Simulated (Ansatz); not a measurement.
Density of states of InSe (P-6m2) above the conduction band minimum, PBEsol+D3BJ, rigid bands (Ansatz, a program for electronic structure); cell volume 219.1 Å³.

```tsv
energy from edge (eV)	10⁻³ states/eV/cell
0.006	2.12
0.031	5.47
0.056	7.98
0.081	10.4
0.106	12.8
0.131	15.1
0.156	17.6
0.181	20.2
0.206	22.7
0.231	25.6
0.256	28.7
0.281	31.3
0.319	36.5
0.344	39.5
0.369	42.5
0.394	46.7
0.419	50.3
0.444	53.7
0.469	58.0
0.494	61.5
0.519	67.7
0.544	72.0
0.569	76.3
0.594	319
```

Question: What effective density of states at 300 K does this give (∫ g(E) exp(−E/k_BT) dE, both spins, divided by the cell's size)?

Answer: 5.3e17 cm⁻³, a density-of-states mass of 0.077 mₑ, valleys and band degeneracy included.

Spin-orbit coupling is left out. Geometry: cell and atoms relaxed with PBEsol+D3(BJ).

Computed structure with no diffraction record at hand here (it may be known, metastable or hypothetical): InSe (P-6m2). PBEsol with a dispersion correction tends to overbind, so the cell can be several per cent short, in bad cases over ten, which usually narrows a gap: InSe (P-6m2).
